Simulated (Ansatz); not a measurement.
**A computed series for CdSe: response to strain**

The reference is CdSe in the zinc blende structure (space group F-43m, No. 216; a = 6.133 Å). Axes: x, y, z lie along the cube axes.

Strains are applied to the cell and any free atomic positions relax; under biaxial strain the out-of-plane vector relaxes too.

Method: Ansatz (a program for electronic structure), r2SCAN, PAW, cutoff 500 eV, no spin-orbit coupling.

```json
[
 {"biaxial strain, plane normal [111], relaxed out of plane (%)": "0", "out-of-plane strain (%)": "0.00"},
 {"biaxial strain, plane normal [111], relaxed out of plane (%)": "0.42", "out-of-plane strain (%)": "-0.36"},
 {"biaxial strain, plane normal [111], relaxed out of plane (%)": "0.83", "out-of-plane strain (%)": "?"},
 {"biaxial strain, plane normal [111], relaxed out of plane (%)": "1.25", "out-of-plane strain (%)": "-1.10"},
 {"biaxial strain, plane normal [111], relaxed out of plane (%)": "1.67", "out-of-plane strain (%)": "-1.46"},
 {"biaxial strain, plane normal [111], relaxed out of plane (%)": "2.08", "out-of-plane strain (%)": "-1.83"}
]
```

### Question
Fit ε⊥ = −νε + γε² (strains in %) to the rows shown and predict the withheld row.

### Answer
Least squares on the printed values gives ν = 0.87 (the biaxial Poisson response) and γ = -0.006 (largest residual 0.01 %); this predicts -0.72 %, and the run gives -0.73 %, in agreement.

Stability against distortions was not tested.
